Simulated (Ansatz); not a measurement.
Worked example: self-consistent single point of CaHg (P4mm, 2 atoms in the cell) in Ansatz (an electronic-structure program).

Computed with PBEsol, harder PAW files (source: ansatz) made with PBE (plane waves; Ansatz).

The change in words: lattice scaled by 0.98; basis.ecutwfc: 420 eV → 830 eV; hamiltonian.pseudopotentials: {kind: paw} (the program's default PAW files) → {kind: paw, source: ansatz}. Reference geometry:
```yaml
crystal:
  lattice:
    - [3.77342, 0.00000, 0.00000]
    - [0.00000, 3.77342, 0.00000]
    - [0.00000, 0.00000, 3.77342]
  atoms:
    - { symbol: Ca, position: [0.00000, 0.00000, 0.01325] }
    - { symbol: Hg, position: [0.50000, 0.50000, 0.50000] }
```

Reference input (self-consistent single point, DFT, PBEsol, plane waves, default PAW files made with PBE): basis.ecutwfc = 420 eV; kpoints.mp_grid.grid = 9 9 9; hamiltonian.xc = pbesol; hamiltonian.pseudopotentials = {kind: paw} (the program's default PAW files); scf.occupations.method = gaussian; scf.occupations.width = 0.1 eV. This run's input differs from it in these lines:

Ansatz 0.2 input:
```diff
@@ -3,5 +3,5 @@
   lattice:
-    - [3.773423, 0.000000, 0.000000]
-    - [0.000000, 3.773423, 0.000000]
-    - [0.000000, 0.000000, 3.773423]
+    - [3.697955, 0.000000, 0.000000]
+    - [0.000000, 3.697955, 0.000000]
+    - [0.000000, 0.000000, 3.697955]
   atoms:
@@ -10,3 +10,3 @@
 basis:
-  ecutwfc: 420.0
+  ecutwfc: 830.0
 kpoints:
@@ -18,2 +18,3 @@
     kind: paw
+    source: ansatz
 scf:
```

Output (repeated stretches shortened):

```
SCF iter   1: F=—  HF=-15499.270508 eV  |F-HF|=—  |Δ(HF+E_count)|=         —  Δρ=1.11e-1  dr2=1.13e1  ethr=3.10e-3  ⟨swp⟩=6.5  Hψ=7689  notcnv=0
all-band conjugate gradients solve this SCF's bands
preconditioner: auto → Kerker (q_TF=auto, 2.501 Å⁻¹)
SCF iter   2: F=—  HF=-15496.664018 eV  |F-HF|=—  |Δ(HF+E_count)|=    2.61e0  Δρ=3.35e-2  dr2=1.28e0  ethr=3.10e-3  ⟨swp⟩=3.0  Hψ=3558  notcnv=0  defer=7
   [... lines left out ...]
SCF iter   5: F=—  HF=-15496.194181 eV  |F-HF|=—  |Δ(HF+E_count)|=   1.34e-3  Δρ=1.02e-3  dr2=5.08e-4  ethr=2.19e-5  ⟨swp⟩=2.1  Hψ=2785  notcnv=0  defer=9
SCF iter   6: F=—  HF=-15496.194232 eV  |F-HF|=—  |Δ(HF+E_count)|=   5.15e-5  Δρ=2.02e-4  dr2=2.65e-5  ethr=1.69e-6  ⟨swp⟩=2.5  Hψ=2179  notcnv=0  defer=9
SCF iter   7: F=—  HF=-15496.194244 eV  |F-HF|=—  |Δ(HF+E_count)|=   1.18e-5  Δρ=3.78e-5  dr2=5.37e-7  ethr=8.84e-8  ⟨swp⟩=2.3  Hψ=2038  notcnv=0  defer=9
SCF iter   8: F=-15496.194244 eV  HF=-15496.194244 eV  |F-HF|=3.15e-9  |Δ(HF+E_count)|=   3.17e-7  Δρ=7.14e-6  dr2=1.16e-8  ethr=3.33e-10  ⟨swp⟩=7.9  Hψ=7926  notcnv=0
SCF 1 converged in 8 iterations: F = -15496.194244 eV  dr2 = 1.16e-8
Free energy (F): -15496.194244 eV
Internal energy: -15496.185258 eV  (E = F + TS)
E sigma→0 (E₀):  -15496.189751 eV
Entropy (-TS):   -0.008986 eV (-4.493 meV/atom)
Fermi energy:    11.590958 eV
--- Forces (eV/Å), atoms counted from 1 ---
  atom   1  Ca     0.00000000     0.00000000    -0.11491233
  atom   2  Hg    -0.00000000     0.00000000     0.11488065
--- Stress (GPa, compression-positive) ---
        0.786114       0.000000      -0.000000
        0.000000       0.786114       0.000000
        0.000000       0.000000       0.764013
  P = ⅓ Tr σ = 0.7787 GPa (7.787 kbar)
  The stress holds the Pulay correction. Without it, at fixed plane waves, as pw.x and ABINIT print it: P = 0.7744 GPa
```

The run converged in 8 iterations. Against the reference run the pressure goes from -1.62 to 0.78 GPa and the largest force goes from 0.091 to 0.115 eV/Å.

The starting cell comes from a database of computed structures (which also holds hypothetical and non-ambient phases and stackings), without a prior relaxation at this level. Its lattice was rescaled by up to half a per cent. One atom was moved a little off its site on purpose. For this run, on top of that: lattice scaled by 0.98. Ansatz's pressure includes its estimate of the finite-basis (Pulay) stress.
